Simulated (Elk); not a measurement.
A self-consistent single point of BaMg₆W (P4/mmm, 8 atoms in the cell) with Elk.

Method: LDA (PW92), all-electron FP-LAPW, Elk's shipped species files, APW+lo basis with extra local orbitals in Elk.

The change in words: lattice scaled by 0.98. Reference geometry:
```
CELL_PARAMETERS angstrom
      6.66290     0.00000     0.00000
      0.00000     6.66290     0.00000
      0.00000     0.00000     4.35240
ATOMIC_POSITIONS crystal
  Ba 0.00000 0.00000 0.50000
  Mg 0.00000 0.50000 0.50000
  Mg 0.50000 0.00000 0.50000
  Mg 0.71138 0.28862 0.00000
  Mg 0.28862 0.71138 0.00000
  Mg 0.71138 0.71138 0.00000
  Mg 0.28862 0.28862 0.00000
  W  0.50000 0.50000 0.50000
```

Reference input (self-consistent single point, DFT, LDA (PW92), all-electron FP-LAPW, Elk's shipped species files, APW+lo basis with extra local orbitals): xctype = 3; rgkmax = 7.5; stype = 3; swidth = 0.00367493 Ha; ngridk = 3 3 5; tforce = true; gmaxvr = 18 1/bohr; lmaxapw = 10; lmaxo = 8; nxlo = 2; lorbcnd = true; lradstp = 2. This run's input differs from it in these lines:

```diff
@@ -43,5 +43,5 @@
 avec
-   12.5910580855    0.0000000000    0.0000000000
-    0.0000000000   12.5910580855    0.0000000000
-    0.0000000000    0.0000000000    8.2248458745
+   12.3392369616    0.0000000000    0.0000000000
+    0.0000000000   12.3392369616    0.0000000000
+    0.0000000000    0.0000000000    8.0603489949
```

Log, with long lists cut:

```
│ Self-consistent loop started │
│ Loop number : 1 │
 total energy                :     -25515.2883855
│ Loop number : 2 │
 total energy                :     -25512.8630138
RMS change in Kohn-Sham potential (target) :   0.5962081797E-01 (  0.1000000000E-05)
Absolute change in total energy (target)   :    2.425371610     (  0.1000000000E-03)
│ Loop number : 3 │
 total energy                :     -25506.7097509
RMS change in Kohn-Sham potential (target) :   0.4018270688E-01 (  0.1000000000E-05)
Absolute change in total energy (target)   :    6.759605804     (  0.1000000000E-03)
│ Loop number : 4 │
   [... lines left out ...]
Absolute change in total energy (target)   :   0.1440934775E-02 (  0.1000000000E-03)
│ Loop number : 17 │
 total energy                :     -25486.8797800
RMS change in Kohn-Sham potential (target) :   0.7616841687E-07 (  0.1000000000E-05)
Absolute change in total energy (target)   :   0.4348463517E-03 (  0.1000000000E-03)
│ Loop number : 18 │
 total energy                :     -25486.8798056
RMS change in Kohn-Sham potential (target) :   0.5164583978E-07 (  0.1000000000E-05)
Absolute change in total energy (target)   :   0.8311993224E-04 (  0.1000000000E-03)
Convergence targets achieved

│ Loop number : 19 │

Energies :
 Fermi                       :     0.194020350041
 total energy                :     -25486.8798074

Density of states at Fermi energy :    155.4031563
 (states/Hartree/unit cell)

Estimated indirect band gap :   0.9018717871E-03
 from k-point      8 to k-point      2
Estimated direct band gap   :   0.8860355141E-02
 at k-point      6

Charges :
 core                        :    94.00000000
 valence                     :    108.0000000
 interstitial                :    12.19564418
 muffin-tins (core leakage)
  species :    1 (Ba)
   atom    1                 :    53.86132261     (  0.5514565139E-05)
  species :    2 (Mg)
   atom    1                 :    10.50415794     (   0.000000000    )
   atom    2                 :    10.50415794     (   0.000000000    )
   [... lines left out ...]
   total force               :    -0.00185910   -0.00185910    0.00000000
   total magnitude           :     0.00262916
 species :    3 (W)
  atom :    1
   Hellmann-Feynman          :    -0.00000000    0.00000000    0.00000000
   IBS                       :     0.00000000    0.00000000    0.00000000
   total force               :     0.00000000    0.00000000    0.00000000
   total magnitude           :     0.00000000
```

The run converged in 19 iterations. The count includes the last loop, which Elk runs after its targets are met. Against the reference run the free energy goes down by 13.7 meV/atom.

The starting cell comes from a database of computed structures (which also holds hypothetical and non-ambient phases and stackings), without a prior relaxation at this level. Its lattice was rescaled by a random factor within 2.5 % of one. For this run, on top of that: lattice scaled by 0.98. Spin-orbit coupling is off. Spin polarisation is off. Values depend on the basis (sphere radii, cutoffs, local orbitals), which need not be converged. The log's line on a gap gives a spacing of levels on this mesh, which the program prints for metals too.

Cost on one core of a shared machine: roughly 4 min.
